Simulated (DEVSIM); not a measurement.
# illuminated Si p-on-n cell, one wavelength, with a back-surface field

Device: illuminated Si p-on-n cell, one wavelength, with a back-surface field, at 300 K.

```csv
layer (left to right),material,thickness (μm),Nd (cm⁻³),Na (cm⁻³),τn (s),τp (s),absorption coefficient (cm⁻¹)
1,Si,0.730,-,1.9e18,3.1e-6,3.6e-7,570
2,Si,150,4.3e15,-,9.6e-6,9.6e-6,570
3,Si,0.370,3.1e18,-,9.6e-6,9.6e-6,570
```

Left contact: ohmic, minority electron recombination velocity 1000 cm/s. Right contact: ohmic, minority hole recombination velocity 20000 cm/s. Voltage is applied to the left contact. Recombination: SRH at mid-gap, radiative, Auger. Light enters at the left, 1.6e17 photons cm⁻² s⁻¹, one pass, no reflection. Mobility is constant in doping.

The device is made up for the run: typed textbook-type constants, with dimensions and the other settings drawn at random. Values at 300 K.

```
parameter           Si
-------------  -------
gap (eV)         1.124
affinity (eV)     4.05
permittivity      11.7
Nc (cm⁻³)      2.86e19
Nv (cm⁻³)       3.1e19
μn (cm²/Vs)       1417
μp (cm²/Vs)        470
B (cm³/s)      4.7e-15
Cn (cm⁶/s)     2.8e-31
Cp (cm⁶/s)     9.9e-32
```

Model (solved in DEVSIM): 1D drift-diffusion, Boltzmann statistics, complete ionisation; no tunnelling, impact ionisation, image-force lowering or self-heating.

Potential step across the device at zero bias: 0.994 V
Dark forward voltage at 1 A/cm²: 0.710 V
Dark forward voltage at 100 A/cm²: 0.909 V
Short-circuit current: 22.8 mA/cm²
Open-circuit voltage: 0.580 V
Fill factor: 0.82
Largest power: 10.8 mW/cm²
Share of generated pairs collected at short circuit: 0.888

Current under light (generator sign):

```
V (V)  J (mA/cm²)
-----  ----------
0.00         22.8
0.08         22.8
0.16         22.8
0.24         22.7
0.32         22.7
0.42         22.7
0.44         22.6
0.46         22.5
0.48         22.2
0.50         21.6
0.52         20.3
0.54         17.6
0.56         11.8
0.58       -0.403
```

Dark forward current:

| V (V) | J (A/cm²) |
|---|---|
| 0.05 | 7.2e-10 |
| 0.10 | 2.7e-9 |
| 0.15 | 8.8e-9 |
| 0.20 | 3.1e-8 |
| 0.25 | 1.3e-7 |
| 0.30 | 6.5e-7 |
| 0.35 | 3.8e-6 |
| 0.40 | 2.4e-5 |
| 0.45 | 0.00016 |
| 0.50 | 0.0011 |
| 0.55 | 0.0075 |
| 0.60 | 0.048 |
| 0.65 | 0.24 |
| 0.70 | 0.81 |
| 0.75 | 2.4 |
| 0.80 | 7.2 |
| 0.85 | 23 |
| 0.90 | 81 |
| 0.95 | 270 |
| 1.00 | 690 |
| 1.05 | 1400 |
| 1.10 | 2300 |
